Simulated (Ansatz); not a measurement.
We look at the reaction energy. Reaction: 2 PbO (P4/nmm) + O2 (gas) → 2 PbO2 (rutile). A negative value means that the right-hand side lies lower.

PbO2 (rutile, P4₂/mnm), 6 atoms in the cell; metallic (partly filled levels) with PBE, k-point mesh 10×8×8 on the run's own vectors.
```
PbO2
1.0
    0.00000     0.00000     3.44119
    5.02935     0.00000     0.00000
    0.00000     5.02935     0.00000
Pb O
2 4
Direct
  0.00000   0.00000   0.00000
  0.50000   0.50000   0.50000
  0.00000   0.30748   0.30748
  0.00000   0.69252   0.69252
  0.50000   0.19252   0.80748
  0.50000   0.80748   0.19252
```

PbO (P4/nmm), 4 atoms in the cell, k-point mesh 8×8×6 on the run's own vectors.
```cif
data_O2Pb2
_chemical_formula_sum 'Pb2 O2'
_space_group_name_H-M_alt 'P4/nmm :1'
_space_group_IT_number 129
_space_group_name_Hall 'P 4ab 2ab -1ab'
_cell_length_a 4.03357
_cell_length_b 4.03357
_cell_length_c 5.00473
_cell_angle_alpha 90.000
_cell_angle_beta 90.000
_cell_angle_gamma 90.000
loop_
_space_group_symop_operation_xyz
  'x, y, z'
  '-y+1/2, x+1/2, z'
  '-x, -y, z'
  'y+1/2, -x+1/2, z'
  'x+1/2, -y+1/2, -z'
  '-y, -x, -z'
  '-x+1/2, y+1/2, -z'
  'y, x, -z'
  '-x+1/2, -y+1/2, -z'
  'y, -x, -z'
  'x+1/2, y+1/2, -z'
  '-y, x, -z'
  '-x, y, z'
  'y+1/2, x+1/2, z'
  'x, -y, z'
  '-y+1/2, -x+1/2, z'
loop_
_atom_site_label
_atom_site_type_symbol
_atom_site_symmetry_multiplicity
_atom_site_Wyckoff_symbol
_atom_site_fract_x
_atom_site_fract_y
_atom_site_fract_z
_atom_site_occupancy
Pb1 Pb 2 c 0.50000 0.00000 0.23732 1
O1 O 2 a 0.00000 0.00000 0.00000 1
```

An isolated O2 molecule (triplet) in a box of 11 × 11 × 13 Å.

Computed with Ansatz (plane waves, PAW), its default PAW set, cutoff 420 eV, 500 eV for r2SCAN. The structures are at rest with PBE+D3(BJ); other levels are single points on them, but for the rows marked own geometry. Neutral cells; Fermi-Dirac smearing of at most 0.05 eV in the solids, energies taken to zero width. The lattices are those relaxed with PBE+D3(BJ), so at other levels the solids can be strained, which adds to the spread. No zero-point or thermal terms. No structure search was made; lower ones may exist. The runs are scalar-relativistic, without spin-orbit coupling.

Task: Estimate the value that PBE+D3(BJ) returns for this input.

Result: -0.71 eV, for 2 PbO (P4/nmm) + O2 (gas) → 2 PbO2 (rutile).

Task: What do the other levels give, and how wide is the spread?

Result: 
```csv
Level,value (eV),less PBE+D3(BJ)
r2SCAN+D4,-0.97,-0.26
r2SCAN+D4 (own geometry),-0.99,-0.28
```

The levels span 0.28 eV, from r2SCAN+D4 (own geometry) (-0.99) to PBE+D3(BJ) (-0.71).

Ansatz is a quantum-chemistry and plane-wave program.
